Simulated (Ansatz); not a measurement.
The reference is BN in the zinc blende structure (space group F-43m, No. 216; a = 3.5805 Å). Axes: x, y, z lie along the cube axes.

The values are results of LDA (Ansatz, a quantum-chemistry and plane-wave program, PAW, no SOC), not measurements.

Before the change:

The band gap comes out as 4.39 eV.

The change: compressive biaxial strain of 1.00 % in the plane normal to [001], as in epitaxy on a mismatched substrate; the out-of-plane cell vector and the atoms relax.

Task: What does the calculation give for the band gap after the change?

Result: The band gap decreases by 0.12 eV, from 4.39 eV to 4.27 eV.

Task: Estimate the effect on the in-plane stress.

Result: The mean in-plane stress (compression positive) is +9.6 GPa.

Stability against distortions was not tested.
